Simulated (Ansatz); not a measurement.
Cl on the F site in rock-salt LiF (start: the F site; 64-site cell, 2×2×2 shifted sampling), Li-rich (Δμ(F) = -5.89 eV, Δμ(Cl) = -3.70 eV, bounded by LiCl (Fm-3m); only phases computed here count, gases as isolated molecules at 0 K). Level of theory: PBE, PAW (plane waves to 420 eV; Ansatz, an electronic-structure program). In charge state 0 (not spin-polarised) the formation energy is 1.36 eV. The crystal has 5.94 × 10^22 F sites per cm³.

### Question
Estimate the equilibrium concentration at 900 K in the dilute limit, leaving out vibrational entropy and degeneracy.

### Answer
kT = 0.0776 eV; c = N exp(−E_f / kT) = 5.94 × 10^22 × exp(−17.5) ≈ 1 × 10^15 cm^-3. An error of 0.2 eV in E_f moves this by a factor of 13.
